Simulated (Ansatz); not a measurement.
Start from ZnO in the wurtzite structure (space group P6_3mc, No. 186; a = 3.2352 Å, c = 5.2113 Å).

Levels (all Ansatz, an electronic-structure program, PAW, earlier PAW set): r2SCAN (500 eV, no SOC); HSE06 (420 eV, no spin-orbit coupling).

Its gap is 1.23 eV with r2SCAN and 2.52 eV with HSE06.

Modification: every lattice vector is shortened by 2.94 %; the atoms relax in the strained cell.

With r2SCAN the gap becomes 1.36 eV.

**Question.** If the HSE06 correction stayed the same, what would the HSE06 gap be, and what does the HSE06 run give?

**Answer.** A rigid correction of +1.29 eV gives 2.65 eV. The HSE06 run gives 2.71 eV, so the correction itself changes by +0.06 eV.

Single points use the geometry relaxed with r2SCAN. Stability against distortions was not tested.
